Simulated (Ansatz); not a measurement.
Stishovite (SiO2), treated with PBE0 (Ansatz, a program for electronic structure, plane waves, PAW).

The input as run:

Ansatz 0.2 input:
```yaml
crystal:
  lattice:
    - [4.1798469328, 0.0, 0.0]
    - [0.0, 4.1798469328, 0.0]
    - [0.0, 0.0, 2.661893289]
  atoms:
    - { symbol: Si, position: [0.0, 0.0, 0.0] }
    - { symbol: Si, position: [0.5, 0.5, 0.5] }
    - { symbol: O, position: [0.3062365116, 0.3062365116, 0.0] }
    - { symbol: O, position: [0.8062365116, 0.1937634884, 0.5] }
    - { symbol: O, position: [0.1937634884, 0.8062365116, 0.5] }
    - { symbol: O, position: [0.6937634884, 0.6937634884, 0.0] }
basis:
  ecutwfc: 460
  ecutrho_ratio: 4
  xc_grid: 2
kpoints:
  mp_grid: { grid: [6, 6, 8] }
hamiltonian:
  xc: pbe0
  dispersion: none
  pseudopotentials: { kind: paw }
scf:
  occupations: { method: fermi_dirac, width: 0.01 }
  convergence: { dr2_threshold: 0.0000000006 }
output:
  forces: true
  stress: true
  eigenvalues: true
```

Excerpt of the program's output:

```
WARN output.stress: scf.exx.energy_threshold = 1e-6 eV is looser than the 6e-8 eV advised for a stress under a hybrid functional (1e-8 eV for each atom of the …
Crystal: 6 atoms, lattice volume = 46.506 Å³
Basis set: ecut = 460 eV, 1057 PW (Γ), exchange–correlation on 60×60×40 points (8 copies of the dense FFT grid, shifted against one another)
Bands: 22, of which v1, the nominal top of the filled ones, is band 16 counted from 1 (15 counted from 0)
Symmetry: 16 space group operations
Space group: P42/mnm (ITA 136), of the structure as read, at distance tolerance 3.6e-5 Å
k-points: 50 of 288
Functional: x = pbe(κ = 0.804, μ = 0.2195149727645171), c = pbe(β = 0.06672455060314922), warm-up for x = 0.75 pbe(κ = 0.804, μ = 0.2195149727645171) + 0.25 exact, c = pbe(β = 0.06672455060314922)
SCF iter   1: F=—  HF=-3546.989154 eV  |F-HF|=—  |Δ(HF+E_count)|=         —  Δρ=3.69e-3  dr2=2.19e-3
SCF iter   2: F=-3546.989286 eV  HF=-3546.989191 eV  |F-HF|=9.56e-5  |Δ(HF+E_count)|=   3.63e-5  Δρ=1.58e-3  dr2=3.14e-4
Crystal: 6 atoms, lattice volume = 46.506 Å³
Initial density: handed on by an earlier stage of this run
Functional: x = 0.75 pbe(κ = 0.804, μ = 0.2195149727645171) + 0.25 exact, c = pbe(β = 0.06672455060314922)
  ...
Crystal: 6 atoms, lattice volume = 46.506 Å³
SCF iter   4: F=—  HF=-3548.560580 eV  |F-HF|=—  |Δ(HF+E_count)|=  1.66e-10  Δρ=3.27e-6  dr2=2.76e-9
SCF iter   5: F=-3548.560580 eV  HF=-3548.560580 eV  |F-HF|=5.91e-11  |Δ(HF+E_count)|=   1.01e-9  Δρ=5.37e-7  dr2=2.28e-10
SCF 3 converged in 5 iterations: F = -3548.560580 eV  dr2 = 2.28e-10
Free energy (F): -3548.560580 eV
Internal energy: -3548.560580 eV  (E = F + TS)
E sigma→0 (E₀):  -3548.560580 eV
Fermi energy:    13.092199 eV
--- Forces (eV/Å), atoms counted from 1 ---
  atom   1  Si    -0.00000000     0.00000000     0.00000000
  atom   2  Si    -0.00000000    -0.00000000     0.00000000
  atom   3  O      0.00423581     0.00423581     0.00000000
  atom   4  O      0.00423581    -0.00423581     0.00000000
  atom   5  O     -0.00423581     0.00423581     0.00000000
  atom   6  O     -0.00423581    -0.00423581     0.00000000
--- Stress (GPa, compression-positive) ---
       -0.022827       0.000000       0.000000
        0.000000      -0.022827       0.000000
        0.000000       0.000000       0.006937
  P = ⅓ Tr σ = -0.0129 GPa (-0.129 kbar)
```

The PAW data were made under PBE.

The result took around 100 core-seconds (rough).
